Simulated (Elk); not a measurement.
**Elk run on PbSe (Fm-3m, 2 atoms in the cell): self-consistent single point**

Computed with Elk with PBE, all-electron FP-LAPW, Elk's shipped species files, APW+lo basis with extra local orbitals.

This input was run:

```
tasks
  0

xctype
  20

rgkmax
  7.5

gmaxvr
  16.0

nxlo
  2

lorbcnd
  .true.

lmaxi
  3

swidth
  0.000367493

maxscl
  100

avec
    0.0000000000    5.7825619414    5.7825619414
    5.7825619414    0.0000000000    5.7825619414
    5.7825619414    5.7825619414    0.0000000000

atoms
  2
  'Pb.in'
  1
  0.0000000000  0.0000000000  0.0000000000    0.0 0.0 0.0
  'Se.in'
  1
  0.5000000000  0.5000000000  0.5000000000    0.0 0.0 0.0

ngridk
  6 6 6
```

Output (repeated stretches shortened):

```
│ Elk code version 10.2.4 │

All units are atomic (Hartree, Bohr, etc.)

│ Ground-state run starting from atomic densities │

Lattice vectors :
   0.000000000       5.782561941       5.782561941
   5.782561941       0.000000000       5.782561941
   5.782561941       5.782561941       0.000000000

Unit cell volume      :    386.7148738
Brillouin zone volume :   0.6414292033

Muffin-tin inner radius fraction :   0.1000000000E-01

Nuclei treated as point charges

Species :    1 (Pb)
 parameters loaded from : Pb.in
 name : lead
 nuclear charge    :   -82.00000000
 electronic charge :    82.00000000
 atomic mass :    377702.4940
 muffin-tin radius :    2.800000000
 number of radial points in muffin-tin :    697
 atomic positions (lattice), magnetic fields (Cartesian) :
   1 :   0.00000000  0.00000000  0.00000000    0.00000000  0.00000000  0.00000000

Species :    2 (Se)
 parameters loaded from : Se.in
 name : selenium
 nuclear charge    :   -34.00000000
 electronic charge :    34.00000000
 atomic mass :    143935.2748
 muffin-tin radius :    2.400000000
 number of radial points in muffin-tin :    497
 atomic positions (lattice), magnetic fields (Cartesian) :
   1 :   0.50000000  0.50000000  0.50000000    0.00000000  0.00000000  0.00000000

Total number of atoms per unit cell :    2

Spin treatment :
 spin-unpolarised

Number of Bravais lattice symmetries :   48
Number of crystal symmetries         :   48
Crystal has inversion symmetry
Real symmetric eigensolver will be used

k-point grid :      6     6     6
k-point offset :    0.000000000       0.000000000       0.000000000
k-point set is reduced with full crystal symmetry group
Total number of k-points :       16

Muffin-tin radius times maximum |G+k| :    7.500000000
 using average radius
Maximum |G+k| for APW functions       :    2.884615385
Maximum (1/2)|G+k|²                   :    4.160502959
Maximum |G| for potential and density :    16.00000000
 potential will be trimmed for |G| > 2 gkmax
Constant for pseudocharge density :   11
Radial integration step length :    4

G-vector grid sizes :     42    42    42
Number of G-vectors :    26717

Maximum angular momentum used for
 APW functions                      :    8
 outer part of muffin-tin           :    6
 inner part of muffin-tin           :    3

Total nuclear charge    :   -116.0000000
Total core charge       :    86.00000000
Total valence charge    :    30.00000000
Total excess charge     :    0.000000000
Total electronic charge :    116.0000000

Effective Wigner radius, rₛ :   0.9267190541

Number of empty states         :    8
Total number of valence states :   23
Total number of core states    :   86

Conduction state local-orbitals added automatically
Total number of local-orbitals :  160

Exchange-correlation functional :     20     0     0
 Perdew-Burke-Ernzerhof, Phys. Rev. Lett. 77, 3865 (1996)
 gradient requirement :    1
 generalised gradient approximation (GGA)

Smearing type :    3
 Fermi-Dirac
Smearing width :   0.3674930000E-03
Effective electronic temperature (K) :    116.0451112

Mixing type :    3
 Broyden mixing, J. Phys. A: Math. Gen. 17, L317 (1984)

Kohn-Sham potential initialised from atomic data

│ Self-consistent loop started │
│ Loop number : 1 │
 total energy                :     -23369.9930423
│ Loop number : 2 │
 total energy                :     -23369.9559941
RMS change in Kohn-Sham potential (target) :   0.1754918534     (  0.1000000000E-05)
Absolute change in total energy (target)   :   0.3704810865E-01 (  0.1000000000E-03)
│ Loop number : 3 │
 total energy                :     -23369.2677511
RMS change in Kohn-Sham potential (target) :   0.1630492534     (  0.1000000000E-05)
Absolute change in total energy (target)   :   0.6975050402     (  0.1000000000E-03)
│ Loop number : 4 │
 total energy                :     -23364.4949450
RMS change in Kohn-Sham potential (target) :   0.8614764323E-01 (  0.1000000000E-05)
Absolute change in total energy (target)   :    4.947182399     (  0.1000000000E-03)
│ Loop number : 5 │
 total energy                :     -23360.8109265
RMS change in Kohn-Sham potential (target) :   0.2654516622E-01 (  0.1000000000E-05)
Absolute change in total energy (target)   :    4.920814053     (  0.1000000000E-03)
│ Loop number : 6 │
 total energy                :     -23359.7633024
RMS change in Kohn-Sham potential (target) :   0.8725212064E-02 (  0.1000000000E-05)
Absolute change in total energy (target)   :    2.277827700     (  0.1000000000E-03)
│ Loop number : 7 │
 total energy                :     -23359.2294129
RMS change in Kohn-Sham potential (target) :   0.5062217120E-03 (  0.1000000000E-05)
Absolute change in total energy (target)   :    1.103346344     (  0.1000000000E-03)
│ Loop number : 8 │
 total energy                :     -23359.1930469
RMS change in Kohn-Sham potential (target) :   0.2627637562E-03 (  0.1000000000E-05)
Absolute change in total energy (target)   :   0.3122026181     (  0.1000000000E-03)
│ Loop number : 9 │
 total energy                :     -23359.1658966
RMS change in Kohn-Sham potential (target) :   0.8339026160E-04 (  0.1000000000E-05)
Absolute change in total energy (target)   :   0.1052009704     (  0.1000000000E-03)
│ Loop number : 10 │
 total energy                :     -23359.1656119
RMS change in Kohn-Sham potential (target) :   0.3917547333E-04 (  0.1000000000E-05)
Absolute change in total energy (target)   :   0.2658496741E-01 (  0.1000000000E-03)
│ Loop number : 11 │
 total energy                :     -23359.1615731
RMS change in Kohn-Sham potential (target) :   0.3900985968E-05 (  0.1000000000E-05)
Absolute change in total energy (target)   :   0.1068500875E-01 (  0.1000000000E-03)
│ Loop number : 12 │
 total energy                :     -23359.1612490
RMS change in Kohn-Sham potential (target) :   0.1919149036E-05 (  0.1000000000E-05)
Absolute change in total energy (target)   :   0.2995393930E-02 (  0.1000000000E-03)
│ Loop number : 13 │
 total energy                :     -23359.1612773
RMS change in Kohn-Sham potential (target) :   0.2834089369E-06 (  0.1000000000E-05)
Absolute change in total energy (target)   :   0.7204838657E-03 (  0.1000000000E-03)
│ Loop number : 14 │
 total energy                :     -23359.1613125
RMS change in Kohn-Sham potential (target) :   0.1667873195E-06 (  0.1000000000E-05)
Absolute change in total energy (target)   :   0.1449742522E-03 (  0.1000000000E-03)
│ Loop number : 15 │
 total energy                :     -23359.1613077
RMS change in Kohn-Sham potential (target) :   0.3324746722E-07 (  0.1000000000E-05)
Absolute change in total energy (target)   :   0.4099909711E-04 (  0.1000000000E-03)
Convergence targets achieved

│ Loop number : 16 │

Energies :
 Fermi                       :     0.199297313766
 sum of eigenvalues          :     -14353.6825871
 electron kinetic            :      26858.1358233
 core electron kinetic       :      26520.0097698
 Coulomb                     :     -49738.7001313
 Coulomb potential           :     -40586.2951806
 nuclear-nuclear             :     -1540.94488690
 electron-nuclear            :     -55809.2153082
 Hartree                     :      7611.46006378
 Madelung                    :     -29445.5525410
 xc potential                :     -625.523229777
 exchange                    :     -471.933359090
 correlation                 :     -6.66363911145
 electron entropic           :    -0.345669445607E-09
 total energy                :     -23359.1613062

Density of states at Fermi energy :   0.1708547944E-03
 (states/Hartree/unit cell)

Estimated indirect band gap :   0.1027570160E-01
 from k-point      4 to k-point      4
Estimated direct band gap   :   0.1027570160E-01
 at k-point      4

Charges :
 core                        :    86.00000000
 valence                     :    30.00000000
 interstitial                :    3.339948627
 muffin-tins (core leakage)
  species :    1 (Pb)
   atom    1                 :    80.20308076     (  0.1185645210E-02)
  species :    2 (Se)
   atom    1                 :    32.45697061     (  0.5808203296E-04)
 total in muffin-tins        :    112.6600514
 total calculated charge     :    115.9886035
 total charge                :    116.0000000
 error                       :   0.1139650192E-01

│ Self-consistent loop stopped │
```

The run converged in 16 iterations. The count includes the last loop, which Elk runs after its targets are met.

The starting cell has typed, rounded lattice constants, without a prior relaxation at this level. Spin-orbit coupling is off. Values depend on the basis (sphere radii, cutoffs, local orbitals), which need not be converged.
